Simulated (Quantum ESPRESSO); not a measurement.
## Equation of state of fcc Rh (space group 225): energy against volume (Quantum ESPRESSO, LDA)

```
Rh
1.0
    0.00000     1.82610     1.82610
    1.82610     0.00000     1.82610
    1.82610     1.82610     0.00000
Rh
1
Direct
  0.00000   0.00000   0.00000
```

Method: LDA (PZ), GBRV 1.5 ultrasoft (LDA) pseudopotentials (plane waves; Quantum ESPRESSO). Settings: ecutwfc = 52 Ry; ecutrho = 416 Ry; occupations = smearing; smearing = fermi-dirac; degauss = 0.0036749 Ry; potentials = {Rh: rh_lda_v1.4.uspp.F.UPF}; K_POINTS = automatic 27 27 27 0 0 0; conv_thr = 1e-10 Ry; mixing_beta = 0.3. The cell above is the first row's. The rows scale it uniformly. In all rows the k mesh is held. E is the free energy at the stated smearing, counted from the lowest row.

| V (Å^3/atom) | E (meV/atom) |
|---|---|
| 12.179 | ? |
| 12.444 | 58.67 |
| 12.708 | 26.03 |
| 12.973 | 6.97 |
| 13.238 | 0.00 |
| 13.503 | 3.66 |
| 13.767 | 16.82 |
| 14.032 | 38.33 |
| 14.297 | 67.21 |

Fit E of the 8 rows that show it with the third-order Birch-Murnaghan form, a cubic in V^(-2/3). With u = V^(-2/3) - 0.178, the rows have u = 0.008220, 0.005632, 0.003123, 0.000697, -0.001648, -0.003910, -0.006109, -0.008239. Least squares gives E = 0.019 - 708.22·u + 929060·u² + 3049489·u³. Residuals (row less fit): 0.004, -0.014, 0.009, 0.022, -0.036, 0.011, 0.007, -0.004; standard error 0.024 (degrees of freedom: 4). Its minimum lies at u = 0.000380, so V0 = (0.178380)^(-3/2) = 13.27. There d²E/du² = 1865000 and d³E/du³ = 1.830e7, so B0 = (4/9) × 13.27^(-7/3) × 1865000 × 0.160218 = 318 GPa (the last factor turns the table's units into GPa), and B0' = 4 + (2/3) × 0.178380 × (1.830e7)/1865000 = 5.2. The program's pressures in the fitted runs (not shown) pass through zero at V = 13.27, 0.04 % from this V0.

Question: What does the fit predict for E at V = 12.179, and how far is the calculated value from it?

Answer: u = 0.010912, so E = 0.019 - 708.22 × 0.010912 + 929060 × 0.010912² + 3049489 × 0.010912³ = 106.878 meV/atom. The calculation gives 106.68 meV/atom, 0.198 meV/atom below the prediction (0.2 % of the range of E in the table). The row lies outside the fitted rows, so this is an extrapolation. From the scatter of the fitted rows alone, a prediction at this place has a standard error of 0.070 meV/atom, so the miss is 2.8 times that.

Carrying the step between the two nearest rows on in a straight line would have given 91.43, off by 15.25; series whose last step already gives the withheld value aren't shown. The scan was laid around a cell of about the measured size, scaled by a guess for this functional. Spin polarisation is off. Cutoffs and mesh are single choices, not tested for convergence of this quantity. Series with a scatter that would blur these digits, or in which a gap closes, are not shown. Nor are scans whose minimum lies at an end fitted in this form.
